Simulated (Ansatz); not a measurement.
The starting structures come from a database of crystals and need not be the phases stable at ambient conditions.

 Where the default PAW files enter, the runs use the earlier of Ansatz's two default sets.

By PBEsol, the system below comes out a metal.

Without scattering a metal conducts by its projected Fermi surface.

Here is the system:

```
CELL_PARAMETERS angstrom
      2.94535     0.00000     0.00000
      0.00000    13.36692     0.00000
      1.47268     0.00000     2.50073
ATOMIC_POSITIONS crystal
  Al 0.33333 0.75000 0.33333
  Al 0.66667 0.25000 0.66667
  V  0.33333 0.41362 0.33333
  V  0.66667 0.58638 0.66667
  V  0.66667 0.91362 0.66667
  V  0.33333 0.08638 0.33333
  C  0.00000 0.00000 0.00000
  C  0.00000 0.50000 0.00000
```

Space group of this cell: Cmcm. The cell is strained (lengths across the current scaled by 1.02, ions clamped); by PBEsol its mean pressure is -11.1 GPa.

The current flows along the normal of the first two printed cell vectors. No spin-orbit coupling; the value is a mean over 0.1 eV about the Fermi level.

Estimate the ballistic conductance per area that PBEsol run with Ansatz (a quantum-chemistry and plane-wave program) returns for this system.

0.70 × 10¹⁵ S/m² for both spins.
